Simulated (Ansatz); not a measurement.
# GaP: element substitutions

Consider GaP in the zinc blende structure (space group F-43m, No. 216; a = 5.506 Å).

Each row replaces one element on all its sites; cell and atoms are relaxed.

Method: DFT with PBE, PAW potentials and a 420 eV plane-wave cutoff in Ansatz (a quantum-chemistry and plane-wave program), no SOC.

```json
[
 {"case": "base", "lattice parameter a": "5.506 Å", "band gap": "1.58 eV"},
 {"case": "P → W", "lattice parameter a": "5.726 Å", "band gap": "zero"},
 {"case": "P → N", "lattice parameter a": "4.548 Å", "band gap": "1.54 eV"},
 {"case": "P → Al", "lattice parameter a": "(withheld)", "band gap": "zero"}
]
```

Q: Some entries are withheld; estimate them.

A: 
- P → Al, lattice parameter a: 5.920 Å

Stability against distortions was not tested. As relaxed here, GaW and AlGa are hypothetical phases, not in the database extracts checked. The final runs are not spin-polarised. An odd electron count without spin: GaW. GaW has a high density of states at the Fermi level and may be magnetic at this level. This is not the structure that GaN has at room temperature and ambient pressure.
